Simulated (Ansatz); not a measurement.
Consider C in the diamond structure (space group Fd-3m, No. 227; a = 3.554 Å).

One thing is altered: cell and atoms relaxed at a pressure of 50 GPa.

Levels (all Ansatz, an electronic-structure program, PAW): PBEsol (420 eV, no spin-orbit coupling); PBEsol+SOC (420 eV, spin-orbit coupling included).

The geometry is relaxed with PBEsol.

PBEsol smallest direct gap: 5.83 eV
PBEsol valence-band top at Γ: 0.00, 0.00, 0.00 eV
PBEsol gap character: indirect, Γ → a point along ⟨100⟩, about 1.4 Å⁻¹ from Γ
PBEsol electron mass: 1.7 mₑ along k, 0.29 mₑ across (off the special points)

### Question
How does going to PBEsol+SOC change the smallest direct gap, valence-band top at Γ, gap character and electron mass?

### Answer
The smallest direct gap falls by 0.01 eV to 5.82 eV; the valence-band top at Γ (three highest Kramers pairs, from the VBM) becomes 0.00, 0.00, -0.01 eV (PBEsol: 0.00, 0.00, 0.00 eV); the gap character remains indirect, Γ → a point along ⟨100⟩, about 1.4 Å⁻¹ from Γ; the electron mass stays 1.7 mₑ along k, 0.29 mₑ across (off the special points). The threefold valence maximum splits by Δso ≈ 14 meV.

Single points use the geometry relaxed with PBEsol. The spin-orbit shifts are approximate. Load acts through the strain it causes; cell and atoms are relaxed under it. Effective masses come from finite differences of ±0.01 Å⁻¹. Along k means along the line from Γ to the band edge. Whether these cells are dynamically stable was not tested. Competing high-pressure phases were not computed.
